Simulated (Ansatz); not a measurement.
Surface energy of faces of hcp Re in PBE and in RPBE, in Ansatz (plane waves, PAW). Symmetric slabs relaxed with PBE from ideal cuts in 1x1 cells (the lowest computed cut and spin start of each face; real faces may reconstruct in larger cells); RPBE values are single points on them, with the bulk at the same level. No spin-orbit coupling, no U.

```json
[
 {"face": "(0001)", "PBE (J/m²)": "2.63", "RPBE (J/m²)": "2.43"},
 {"face": "(10-10)", "PBE (J/m²)": "2.90", "RPBE (J/m²)": "2.70"},
 {"face": "(10-11)", "PBE (J/m²)": "3.34", "RPBE (J/m²)": "3.13"},
 {"face": "(10-12)", "PBE (J/m²)": "3.36", "RPBE (J/m²)": "3.15"},
 {"face": "(10-13)", "PBE (J/m²)": "3.30", "RPBE (J/m²)": "?"},
 {"face": "(11-20)", "PBE (J/m²)": "3.13", "RPBE (J/m²)": "2.92"},
 {"face": "(11-21)", "PBE (J/m²)": "3.40", "RPBE (J/m²)": "3.19"},
 {"face": "(11-22)", "PBE (J/m²)": "3.48", "RPBE (J/m²)": "3.27"},
 {"face": "(11-23)", "PBE (J/m²)": "3.53", "RPBE (J/m²)": "3.33"}
]
```

**Question.** Fit a straight line y = a·x + b by least squares to the 8 complete rows (x: PBE (J/m²); y: RPBE (J/m²)).

**Answer.** the means are x̄ = 3.2212 and ȳ = 3.0150; Σ(x − x̄)² = 0.68869 and Σ(x − x̄)(y − ȳ) = 0.68265, so a = 0.991 and b = ȳ − a·x̄ = -0.178. The largest residual is 0.009.

**Question.** What does the line predict for the withheld row, (10-13), and what did the calculation give?

**Answer.** the line gives 3.09; the calculation gave 3.09, a miss of 0.00, of the size of the fitted rows' scatter and rounding.

Ansatz is a program for electronic structure.
